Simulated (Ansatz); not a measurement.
## MgO: response to strain and stress

The reference is MgO (space group P6_3/mmc, No. 194; a = 3.494 Å, c = 4.194 Å; a cell from a computed database, its experimental status unchecked). Axes: x lies along a and z along c of the hexagonal cell.

Strains are applied to the cell and any free atomic positions relax; under stress the whole cell relaxes.

Computed with PBEsol (Ansatz, a quantum-chemistry and plane-wave program; PAW; 420 eV plane waves; scalar-relativistic without spin-orbit coupling).

Candidates:
(a) uniaxial stress, 1 GPa compression along x
(b) strain tensor (xx, yy, zz, yz, xz, xy) = (+0.06, −0.73, +1.16, +0.77, +0.07, +0.14) %
(c) strain tensor (xx, yy, zz, yz, xz, xy) = (+0.21, +1.36, −0.45, −0.82, +0.04, −1.11) %

Notes on the quantities. energy relative to the base: free energy F.

Order them by energy relative to the base, lowest first.

(a) uniaxial stress, 1 GPa compression along x (+0.3 meV/atom), (b) strain tensor (xx, yy, zz, yz, xz, xy) = (+0.06, −0.73, +1.16, +0.77, +0.07, +0.14) % (+2.0 meV/atom), (c) strain tensor (xx, yy, zz, yz, xz, xy) = (+0.21, +1.36, −0.45, −0.82, +0.04, −1.11) % (+2.7 meV/atom)

Stability under load was not tested beyond the relaxation. This is not the structure that MgO has at room temperature and ambient pressure.
